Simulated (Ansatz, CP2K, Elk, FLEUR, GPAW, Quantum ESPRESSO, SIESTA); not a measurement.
**Ba (Im-3m, 1 atom in the cell) computed with different codes at matched settings**

Self-consistent single point, at a second geometry (lattice scaled by 0.98). First geometry:

```xyz
1
Lattice="-2.5599 2.5599 2.5599 2.5599 -2.5599 2.5599 2.5599 2.5599 -2.5599" Properties=species:S:1:pos:R:3 pbc="T T T"
Ba     0.0000     0.0000     0.0000
```

Shared settings, as Ansatz (a first-principles code) writes them: kpoints.mp_grid.grid = 12 12 12; scf.occupations.method = fermi_dirac; scf.occupations.width = 0.05 eV. Potentials and cutoffs stand in the table.

| code | model | ΔF from the first geometry (meV/atom) | pressure (GPa) | cutoff |
|---|---|---|---|---|
| Quantum ESPRESSO | PBE, PSlibrary ultrasoft (PBE) pseudopotentials | -5.2 | 0.04 | 45 Ry |
| Elk | PBE, all-electron FP-LAPW, Elk's shipped species files, default APW+lo basis | -2.9 | – | default |
| CP2K | PBE, GPW, TZVP-MOLOPT-SR-GTH basis, GTH-PBE potentials (GTH_POTENTIALS) | -2.1 | 0.19 | grid 500 Ry |
| GPAW | PBE, GPAW PAW datasets PBE (gpaw-data 1.0.1) | -4.7 | 0.06 | 550 eV |
| SIESTA | GGA PBE, numerical atomic orbitals DZP, PseudoDojo PBE standard norm-conserving potentials (rewritten from UPF to PSML) | 122.3 | 5.82 | grid 300 Ry |
| FLEUR | PBE, all-electron FLAPW (FLEUR), scalar-relativistic valence | -5.7 | – | Kmax 3.8 1/bohr |
| Ansatz | PBE, default PAW files | -5.7 | 0.01 | 420 eV |

A dash marks a value that a program does not give, or that is left out as unsure.

The spread over the programs that give each value: ΔF from the first geometry within 128.0 meV/atom; pressure within 5.81 GPa.

CP2K and SIESTA use small atom-centred bases, whose incompleteness enters pressures, forces and empty levels differently from a plane-wave cutoff. Elk and FLEUR treat all electrons, but the usual bases taken here (sphere radii, linearisation, local orbitals, empty states) were not tested for convergence, so the values are no reference for the others. Ansatz's pressure is given at a fixed set of plane waves, as the other plane-wave codes print theirs. In the pressure, SIESTA (by 5.78) lies more than 1 GPa from the median of the plane-wave programs.

The starting cell has typed, rounded lattice constants, without a prior relaxation at this level. Its lattice was rescaled by a random factor within 2.5 % of one. For this run, on top of that: lattice scaled by 0.98.

Left out of this page: ABINIT (with a known weakness of the program).

Keys are those of Ansatz 0.2.
